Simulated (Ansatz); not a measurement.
## Worked sum: formation energy of Al_Mo in Mo (bcc, Im-3m)

This concerns the formation energy of Al_Mo in Mo (bcc, Im-3m). Reaction: 63 Mo (bcc) + Al (fcc) → cell A.

A: a supercell of 64 sites of Mo (bcc, Im-3m) with Al on a Mo site (8 Mo at 2.76 Å); spin state with PBE: run without spin.

Setting: static, neutral cells in Ansatz (PAW) whose structures rest at the PBE level. Ansatz (a quantum-chemistry and plane-wave program) runs with its default PAW set. Larger cells are relaxed from a start prepared with the learned potential CHGNet, on a coarser mesh till forces fall under 0.03 eV/Å, which some starts already meet. A dispersion term (D3(BJ), or D4 for r2SCAN) was computed beside these levels and is taken off wherever the name lacks it. Mesh and cell size may move defect energies by 0.1 eV or more. Cell A has symmetry Im-3m within 0.02 Å and got no random move, so less symmetric positions, which may lie lower, weren't tried.

Total energies of the cells in eV, at zero smearing width. They compare only within one column; the weights balance every element.

| cell | atoms | weight | PBE |
|---|---|---|---|
| A: Mo:Al_Mo | 64 | +1 | -312767.52884 |
| Mo (bcc) | 64 | −63/64 | -317185.64310 |
| Al (fcc) | 1 | −1 | -537.50370 |

PBE: (-312767.52884) − 63/64 × (-317185.64310) − (-537.50370) = -0.408 eV.
